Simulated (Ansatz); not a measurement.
The structure below was relaxed with PBEsol in Ansatz (plane waves to 420 eV, PAW, no spin-orbit coupling), earlier PAW set.

```xyz
2
Lattice="0.0000 2.7702 2.7702 2.7702 0.0000 2.7702 2.7702 2.7702 0.0000" Properties=species:S:1:pos:R:3 pbc="T T T"
F      1.3851     1.3851     1.3851
Hg     0.0000     0.0000     0.0000
```

Task: Find the space group and the Wyckoff positions.

Result: Space group F-43m (No. 216); a = b = c = 5.540 Å, α = β = γ = 90.00°

```json
[
 {"atom": "F", "site": "4d", "symmetry": "-43m", "x": "0.7500", "y": "0.7500", "z": "0.7500"},
 {"atom": "Hg", "site": "4a", "symmetry": "-43m", "x": "0.0000", "y": "0.0000", "z": "0.0000"}
]
```

Task: Describe the coordination.

Result: The crystal has 8 atoms in its conventional cell. Cell: a = 5.540 Å, b = 5.540 Å, c = 5.540 Å, α = 90.00°, β = 90.00°, γ = 90.00°. F has 4 Hg at 2.399 Å (tetrahedral). Hg is surrounded by 4 F at 2.399 Å (tetrahedral). (Neighbours: up to the widest gap in distance over summed covalent radii, below 1.35, at either atom; cation-cation and far metal-metal contacts left out.)

Stability against distortions was not tested. The final runs are not spin-polarised. An odd electron count without spin: HgF. The cell was made from HgO by this change: O → F; the result is a hypothetical phase, not in the database extracts checked.

Ansatz is an electronic-structure program.
